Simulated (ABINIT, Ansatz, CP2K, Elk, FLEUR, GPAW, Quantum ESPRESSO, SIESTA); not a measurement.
# Code comparison for Pb (Fm-3m, 1 atom in the cell)

Self-consistent single point, at a second geometry (lattice scaled by 0.98). First geometry:

```
Pb
1.0
    0.00000     2.47500     2.47500
    2.47500     0.00000     2.47500
    2.47500     2.47500     0.00000
Pb
1
Direct
  0.00000   0.00000   0.00000
```

Shared settings, as Ansatz (an electronic-structure program) writes them: kpoints.mp_grid.grid = 9 9 9; scf.occupations.method = fermi_dirac; scf.occupations.width = 0.1 eV. Potentials and cutoffs stand in the table.

| code | model | ΔF from the first geometry (meV/atom) | pressure (GPa) | cutoff |
|---|---|---|---|---|
| FLEUR | PBE, all-electron FLAPW (FLEUR), scalar-relativistic valence | 45.3 | – | Kmax 3.8 1/bohr |
| ABINIT | PBE, norm-conserving pseudopotentials (PseudoDojo nc-sr-05 PBE standard) | 42.7 | 5.70 | 31 Ha |
| Elk | PBE, all-electron FP-LAPW, Elk's shipped species files, APW+lo basis with extra local orbitals | 48.7 | – | rgkmax 8 |
| Ansatz | PBE, default PAW files | 44.3 | 5.85 | default |
| CP2K | PBE, GPW, TZVP-MOLOPT-SR-GTH basis, GTH-PBE potentials (GTH_POTENTIALS) | 43.9 | 5.83 | grid 400 Ry |
| GPAW | PBE, GPAW PAW datasets PBE (gpaw-data 1.0.1) | 41.2 | 5.50 | 550 eV |
| Quantum ESPRESSO | PBE, PSlibrary ultrasoft (PBE) pseudopotentials | 44.9 | 4.61 | 55 Ry |
| SIESTA | GGA PBE, numerical atomic orbitals DZP, PseudoDojo PBE standard norm-conserving potentials (rewritten from UPF to PSML) | 63.4 | 8.06 | grid 400 Ry |

For Quantum ESPRESSO (by 1.3 GPa) the energy change implies a higher mean pressure, against the two pressures, than for the other programs: a sign of finite-basis (Pulay) stress.

A dash marks a value that a program does not give, or that is left out as unsure.

On Ansatz's run: spin-orbit coupling is off.

The spread over the programs that give each value: ΔF from the first geometry within 22.2 meV/atom; pressure within 3.45 GPa.

CP2K and SIESTA use small atom-centred bases, whose incompleteness enters pressures, forces and empty levels differently from a plane-wave cutoff. FLEUR and Elk treat all electrons, but the usual bases taken here (sphere radii, linearisation, local orbitals, empty states) were not tested for convergence, so the values are no reference for the others. Ansatz's pressure is given at a fixed set of plane waves, as the other plane-wave codes print theirs. In the pressure, SIESTA (by 2.46) lies more than 1 GPa from the median of the plane-wave programs.

The starting cell has typed, rounded lattice constants, without a prior relaxation at this level. For this run, on top of that: lattice scaled by 0.98.

Keys are those of Ansatz 0.2.
